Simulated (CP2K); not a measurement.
CP2K run on CaSe (Fm-3m, 2 atoms in the cell): self-consistent single point.

Level of theory: PBE, GPW, DZVP-MOLOPT-SR-GTH basis, GTH-PBE potentials (GTH_POTENTIALS) run with CP2K 2026.2.

```yaml
crystal:
  lattice:
    - [4.28456, 0.00000, 0.00000]
    - [2.14228, 3.71054, 0.00000]
    - [2.14228, 1.23685, 3.49833]
  atoms:
    - { symbol: Ca, position: [0.00000, 0.00000, 0.00000] }
    - { symbol: Se, position: [0.50000, 0.50000, 0.50000] }
```

Reference input (self-consistent single point, DFT PBE, GPW, DZVP-MOLOPT-SR-GTH basis, GTH-PBE potentials (GTH_POTENTIALS)): CUTOFF = 500 Ry; REL_CUTOFF = 50 Ry; SMEAR/METHOD = GAUSSIAN; SIGMA = 0.01 eV; KPOINTS/SCHEME = MONKHORST-PACK 6 6 6; GAMMA_CENTERED = T; XC_FUNCTIONAL = PBE; Ca/BASIS_SET = DZVP-MOLOPT-SR-GTH; Ca/POTENTIAL = GTH-PBE-q10; Se/BASIS_SET = DZVP-MOLOPT-SR-GTH; Se/POTENTIAL = GTH-PBE-q6; METHOD = GPW. This run's input differs from it in these lines:

```diff
@@ -40,3 +40,3 @@
     &KPOINTS
-      SCHEME MONKHORST-PACK 6 6 6
+      SCHEME MONKHORST-PACK 4 4 4
       GAMMA_CENTERED T
```

Output (repeated stretches shortened):

```
 SCF WAVEFUNCTION OPTIMIZATION

  Step     Update method      Time    Convergence         Total energy    Change
     1 NoMix/Diag. 0.20E+00      -     1.91818609       -46.4009070510 -4.64E+01
     2 Broy./Diag. 0.20E+00      -     0.01531645       -45.9320058038  4.69E-01
     3 Broy./Diag. 0.20E+00      -     0.10757168       -46.1139818414 -1.82E-01
     4 Broy./Diag. 0.20E+00      -     0.00355883       -46.2676462975 -1.54E-01
     5 Broy./Diag. 0.20E+00      -     0.00628238       -46.3092897145 -4.16E-02
     6 Broy./Diag. 0.20E+00      -     0.00033150       -46.3120866432 -2.80E-03
   [... 4 lines left out ...]
    11 Broy./Diag. 0.20E+00      -     0.00003900       -46.3012397513 -6.06E-04
    12 Broy./Diag. 0.20E+00      -     0.00000626       -46.3013635205 -1.24E-04
    13 Broy./Diag. 0.20E+00      -     0.00000818       -46.3013421925  2.13E-05
    14 Broy./Diag. 0.20E+00      -     0.00000008       -46.3013428272 -6.35E-07
  *** SCF run converged in    14 steps ***

  Overlap energy of the core charge distribution:               0.00000000000000
  Self energy of the core charge distribution:                -92.24457142771763
  Core Hamiltonian energy:                                     21.42128254311757
  Hartree energy:                                              31.78566193776443
  Exchange-correlation energy:                                 -7.26371588033171
  Smearing free energy correction:                              0.00000000000000
  Fermi energy:                                                 0.18057957990102

  Total energy:                                               -46.30134282716733
  Total energy (extrapolated to sigma->0):                    -46.30134282716733

                     Mulliken Population Analysis

   [... lines left out ...]

 STRESS| Analytical stress tensor [bar]
 STRESS|                        x                   y                   z
 STRESS|      x       -1.57233315508E+04  -5.09421577996E-04  -3.60078405520E-04
 STRESS|      y       -5.09421577996E-04  -1.57236340117E+04  -1.08225300085E-01
 STRESS|      z       -3.60078405520E-04  -1.08225300085E-01  -1.57235890095E+04
 STRESS| 1/3 Trace                                            -1.57235181907E+04
```

The run converged in 14 iterations. Against the reference run the free energy rises by 6.9 meV/atom, the pressure moves little (-1.65 to -1.57 GPa) and the gap on the mesh moves little (2.218 to 2.208 eV).

The starting cell comes from a database of computed structures (which also holds hypothetical and non-ambient phases and stackings), without a prior relaxation at this level. Its lattice was rescaled by a random factor within 2.5 % of one. Values carry the incompleteness of an atom-centred basis.
